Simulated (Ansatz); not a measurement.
Consider BaLiF₃ in the cubic perovskite structure (space group Pm-3m, No. 221; a = 3.958 Å; a cell from a computed database, its experimental status unchecked). Axes: x, y, z lie along the cube axes.

The change: biaxial strain +2.68 %, plane normal [001], relaxed out of plane (Cartesian); in-plane vectors clamped, the third vector and the atoms free.

Levels (all Ansatz, a quantum-chemistry and plane-wave program, PAW): PBEsol (420 eV, no spin-orbit coupling); PBEsol+SOC (420 eV, spin-orbit coupling included).

The geometry is relaxed with PBEsol.

| Item | Result |
|---|---|
| PBEsol electron mass | 0.43 mₑ out of plane, 0.70 mₑ in plane (at Γ) |
| PBEsol band gap | 6.31 eV |
| PBEsol valence-band top at Γ | 0.00, 0.00, -0.04 eV |

What does PBEsol+SOC give at this geometry for the electron mass, band gap and valence-band top at Γ?

The electron mass goes from 0.43 mₑ out of plane, 0.70 mₑ in plane (at Γ) to 0.44 mₑ out of plane, 0.70 mₑ in plane (at Γ); the band gap falls by 0.04 eV (6.31 eV → 6.27 eV); the valence-band top at Γ (three highest Kramers pairs, from the VBM) changes from 0.00, 0.00, -0.04 eV to 0.00, -0.02, -0.15 eV.

Single points use the geometry relaxed with PBEsol. Differences between runs with and without spin-orbit coupling are approximate. Effective masses come from finite differences of ±0.01 Å⁻¹. Stability against distortions was not tested. Many cubic perovskites are stable only at high temperature; tilts and polar distortions were not tested.
